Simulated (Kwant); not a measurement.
System: wire with a row of barriers in a In0.53Ga0.47As two-dimensional gas. Effective mass 0.041 mₑ, grid spacing 2.7 nm, hard walls, nominal width 80 nm (29 grid rows, so walls 81 nm apart), one parabolic valley, scattering region 270 nm long along x; energies count from the band bottom; Fermi energy swept from 0.0011464 to 0.013614 eV. 3 barrier(s) across the wire, height 0.043 eV, thickness 5.4 nm (about 2 grid columns), spaced by 32.4 nm.

The device is made up for the run: typed textbook-type constants, with dimensions and the other settings drawn at random.

Computed with Kwant: effective-mass tight-binding model on a square grid, one spin, coherent transport at 0 K. Conductance is in e²/h.

Density of the scattering states that come in from the left lead, at energy = 0.0042829 eV, in bins, relative to the largest site value (x marks bins outside the device):

```
|00000000000000000000000000000000000000000000|
|00000000000000000000000000000000000000000000|
|11110000011111000000000000000000000000000000|
|22221000022221000000000000000000000000000000|
|34432000134442100000000000000000000000000000|
|45542000135553100000000000000000000000000000|
|46653000245664100000000000000000000000000000|
|57763100257774100000000000000000000000000000|
|68874100268985200000000000000000000000000000|
|69974100368985200000000000000000000000000000|
|79984100369996200000000000000000000000000000|
|79984100369996200000000000000000000000000000|
|69974100368985200000000000000000000000000000|
|68874100268985200000000000000000000000000000|
|57763100257774100000000000000000000000000000|
|46653000245664100000000000000000000000000000|
|45542000135553100000000000000000000000000000|
|34432000134442100000000000000000000000000000|
|22221000022221000000000000000000000000000000|
|11110000011111000000000000000000000000000000|
|00000000000000000000000000000000000000000000|
|00000000000000000000000000000000000000000000|
```
Scale: ten equal steps from 0.000 (start of '0') to 0.991 (end of '9'), in the order '0123456789'; x runs from -129 to 129, y from -36.1 (bottom) to 36.1 (top).

The conductance there is 0.0011 e²/h with 1 open channel(s) in the leads.
